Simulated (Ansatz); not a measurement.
System: Ca(OH)2 (P-3m1, No. 164). Method: LDA (PAW; Ansatz, a quantum-chemistry and plane-wave program).

Settings: plane-wave cutoff 520 eV, 12×12×8 k mesh (along the axes of the cell as run), Fermi–Dirac smearing 0.01 eV, scalar-relativistic PAW data made under PBE.

Cell (relaxed at this level):

```cif
data_H2CaO2
_chemical_formula_sum 'Ca1 H2 O2'
_space_group_name_H-M_alt 'P 1'
_space_group_IT_number 1
_cell_length_a 3.49814
_cell_length_b 3.49814
_cell_length_c 4.61820
_cell_angle_alpha 90.000
_cell_angle_beta 90.000
_cell_angle_gamma 120.000
loop_
_space_group_symop_operation_xyz
  'x, y, z'
loop_
_atom_site_label
_atom_site_type_symbol
_atom_site_fract_x
_atom_site_fract_y
_atom_site_fract_z
_atom_site_occupancy
Ca1 Ca 0.00000 0.00000 0.00000 1
H1 H 0.33333 0.66667 0.54222 1
H2 H 0.66667 0.33333 0.45778 1
O1 O 0.33333 0.66667 0.75389 1
O2 O 0.66667 0.33333 0.24611 1
```

**Question.** Predict the bulk modulus B0, band gap and pressure derivative B′ of the bulk modulus.

**Answer.** 
bulk modulus B0: 49.4 GPa
band gap: 4.35 eV (direct)
pressure derivative B′ of the bulk modulus: 7.2

Note: the relaxation could not lower the start's symmetry, so the cell can be a saddle point above a distorted one; the volume lies 11 % below that of the published cell; the bulk modulus comes from volumes at which shape and atoms were relaxed.

Computed values are for the static lattice.

The result took about 4 core-minutes (a rough figure).
